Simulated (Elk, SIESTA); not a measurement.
An Elk input for a self-consistent single point of GaN (F-43m, 2 atoms in the cell) (DFT, LDA (PW92), all-electron FP-LAPW, Elk's shipped species files, APW+lo basis with extra local orbitals):

```
tasks
  0

xctype
  3

rgkmax
  7.5

gmaxvr
  14.0

nxlo
  2

lorbcnd
  .true.

rmtscf
  0.84

lmaxi
  2

stype
  0

swidth
  0.0001

avec
    0.0000000000    4.3500550526    4.3500550526
    4.3500550526    0.0000000000    4.3500550526
    4.3500550526    4.3500550526    0.0000000000

sppath
  './'

atoms
  2   : nspecies
  'Ga.in'   : spfname
  1   : natoms; atposl, bfcmt below
  0.0000000000  0.0000000000  0.0000000000    0.0 0.0 0.0
  'N.in'   : spfname
  1   : natoms; atposl, bfcmt below
  0.7500000000  0.7500000000  0.7500000000    0.0 0.0 0.0

ngridk
  6 6 6
```

Problem. Translate this input to SIESTA.

Solution. This is the input that was run; spellings and numerical settings could be chosen otherwise.

```
# files in the folder: Ga.psml N.psml (PseudoDojo LDA standard)
SystemName  GaN
SystemLabel siesta

NumberOfAtoms                2
NumberOfSpecies              2
%block ChemicalSpeciesLabel
  1 31 Ga
  2 7 N
%endblock ChemicalSpeciesLabel
LatticeConstant              1.0 Ang
%block LatticeVectors
     0.000000000    2.301950000    2.301950000
     2.301950000    0.000000000    2.301950000
     2.301950000    2.301950000    0.000000000
%endblock LatticeVectors
AtomicCoordinatesFormat      Ang
%block AtomicCoordinatesAndAtomicSpecies
     0.000000000    0.000000000    0.000000000  1
     3.452925000    3.452925000    3.452925000  2
%endblock AtomicCoordinatesAndAtomicSpecies

XC.functional                LDA
XC.authors                   PW92
PAO.BasisSize                DZP
PAO.EnergyShift              0.005 Ry
MeshCutoff                   350 Ry
%block kgrid.MonkhorstPack
    6   0   0  0.0
    0   6   0  0.0
    0   0   6  0.0
%endblock kgrid.MonkhorstPack
OccupationFunction           FD
ElectronicTemperature        10 K

MaxSCFIterations             150
SCF.Mixer.Method             Pulay
SCF.Mixer.Weight             0.1
SCF.Mixer.History            8
SCF.DM.Tolerance             1.0E-05
Diag.ParallelOverK           true
WriteForces                  true
Charge.Mulliken              end
```

Basis settings and potentials, where a program has them, do not carry over. This input uses DFT, LDA PW92, numerical atomic orbitals DZP, PseudoDojo LDA standard norm-conserving potentials (rewritten from UPF to PSML). LDA parametrisations can differ slightly between programs. Both were run: gap on the mesh 1.306 eV in Elk and 1.373 in SIESTA.

On SIESTA: the starting cell comes from a database of computed structures (which also holds hypothetical and non-ambient phases and stackings), without a prior relaxation at this level. Its lattice was rescaled by a random factor within 2.5 % of one. Values carry the incompleteness of an atom-centred basis. With a pressure of about -13 GPa the cell is away from its equilibrium volume at this level.

On Elk: the starting cell comes from a database of computed structures (which also holds hypothetical and non-ambient phases and stackings), without a prior relaxation at this level. Its lattice was rescaled by a random factor within 2.5 % of one. Values depend on the basis (sphere radii, cutoffs, local orbitals), which need not be converged.
